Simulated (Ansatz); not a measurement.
MoN₂ (P4/mbm), PBEsol, DFPT electron-phonon coupling, linearised Boltzmann equation run with Ansatz (a first-principles code): phonon-limited resistivity 20.5 μΩ·cm at 300 K along z (a = (4.29, 0.00, 0.00) Å; b = (0.00, 4.29, 0.00) Å; c = (0.00, 0.00, 2.73) Å), current-weighted mean free path 5.0 nm.

Question: Estimate the resistivity of a 80 nm square wire with diffuse walls from ρ ≈ ρ₀(1 + 3ℓ/4d).

Answer: 1 + 0.75 × 5.0/80 = 1.05, so ρ ≈ 21.5 μΩ·cm and a line 1 μm long has 33.5 Ω. The formula is the free-electron limit for d well above ℓ; grain boundaries add to it.

Question: What is the classical skin depth at 10 GHz (nonmagnetic, μ₀ = 1.257×10⁻⁶ H/m)?

Answer: δ = √(ρ/(π f μ₀)) = 2280 nm.

A metal at this level (no band gap). Only scattering by harmonic phonons is included (no impurities, grain boundaries, electron-electron scattering or thermal expansion). Spin-orbit coupling is left out. Halving the electron mesh (20x20x32) moves the resistivity by up to 7 % at 300 K, the mean free path by up to 9 %. Smearing 0.20 eV; phonons on a 3x3x5 q mesh, which this run doesn't test.

Computed structure with no diffraction record at hand here (it may be known, metastable or hypothetical): MoN2 (P4/mbm).
